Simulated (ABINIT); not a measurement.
Input and output of a self-consistent single point for NaBi (P4/mmm, 2 atoms in the cell) (ABINIT).

Method: LDA (PW92), norm-conserving pseudopotentials (PseudoDojo nc-sr-04 LDA standard) (plane waves; ABINIT).

```xyz
2
Lattice="3.4052 0.0000 0.0000 0.0000 3.4052 0.0000 0.0000 0.0000 4.8671" Properties=species:S:1:pos:R:3 pbc="T T T"
Na     1.7026     1.7026     2.4336
Bi     0.0000     0.0000     0.0000
```

Reference input (self-consistent single point, DFT, PBEsol, plane waves, norm-conserving pseudopotentials (PseudoDojo nc-sr-04 PBEsol standard)): pseudos = [Na.upf, Bi.upf]; ecut = 44 Ha; occopt = 3; tsmear = 0.00367493 Ha; ngkpt = 10 10 7; nshiftk = 1; shiftk = 0 0 0; potentials = PseudoDojo nc-sr-04 PBEsol standard; nband = 17; kptopt = 1; nstep = 60; tolvrs = 1e-12. This run's input differs from it in these lines:

```diff
@@ -1,2 +1,2 @@
-# NaBi, PseudoDojo nc-sr-04 PBEsol standard
+# NaBi, PseudoDojo nc-sr-04 LDA standard
 pp_dirpath "./"
```

Its files differ too (potentials: PseudoDojo nc-sr-04 PBEsol standard → PseudoDojo nc-sr-04 LDA standard).

The program printed (abridged):

```
--- !BeginCycle
solver: {iscf: 7, nstep: 60, nline: 4, wfoptalg: 0, }
tolerances: {tolvrs: 1.00E-12, }
...

     iter   Etot(hartree)      deltaE(h)  residm     vres2
 ETOT  1  -127.20355221633    -1.272E+02 4.281E-01 9.669E+00
 ETOT  2  -127.31266232256    -1.091E-01 2.449E-02 5.253E+00
 ETOT  3  -127.31336634885    -7.040E-04 1.700E-03 1.148E+00
 ETOT  4  -127.31347019798    -1.038E-04 8.635E-04 5.761E-02
 ETOT  5  -127.31347383405    -3.636E-06 7.214E-04 6.484E-03
   [... 2 lines left out ...]
 ETOT  8  -127.31347536250    -1.322E-09 1.228E-04 1.148E-07
 ETOT  9  -127.31347536252    -1.471E-11 5.184E-05 2.944E-09
 ETOT 10  -127.31347536252    -5.727E-12 6.097E-05 1.664E-11
 ETOT 11  -127.31347536252     1.535E-12 1.395E-05 3.021E-13
 At SCF step   11       vres2   =  3.02E-13 < tolvrs=  1.00E-12 =>converged.

 Cartesian components of stress tensor (hartree/bohr^3)
  sigma(1 1)=  5.95054528E-05  sigma(3 2)=  0.00000000E+00
  sigma(2 2)=  5.95054528E-05  sigma(3 1)=  0.00000000E+00
  sigma(3 3)=  6.26798885E-05  sigma(2 1)=  0.00000000E+00

 ----iterations are completed or convergence reached----

 reduced coordinates (array xred) for    2 atoms
       0.500000000000      0.500000000000      0.500000000000
       0.000000000000      0.000000000000      0.000000000000
 cartesian forces (eV/Angstrom) at end:
    1     -0.00000000000000    -0.00000000000000    -0.00000000000000
    2     -0.00000000000000    -0.00000000000000    -0.00000000000000
 frms,max,avg= 0.0000000E+00 0.0000000E+00   0.000E+00  0.000E+00  0.000E+00 e/A
   [... lines left out ...]
 Fermi (or HOMO) energy (eV) =   3.64054   Average Vxc (eV)=  -9.47811
   [... lines left out ...]
total_energy        : -1.27313475362523E+02
total_energy_eV     : -3.46437584864026E+03
band_energy         : -1.51853106597494E+01
...

-Cartesian components of stress tensor (GPa)         [Pressure= -1.7818E+00 GPa]
- sigma(1 1)=  1.75071057E+00  sigma(3 2)=  0.00000000E+00
- sigma(2 2)=  1.75071057E+00  sigma(3 1)=  0.00000000E+00
- sigma(3 3)=  1.84410568E+00  sigma(2 1)=  0.00000000E+00

 Calculation completed.
```

The run converged in 11 iterations. Against the reference run the pressure goes from -0.39 to -1.78 GPa.

The starting cell comes from a database of computed structures (which also holds hypothetical and non-ambient phases and stackings), without a prior relaxation at this level.

Cost on one core of a shared machine: roughly 2 min.
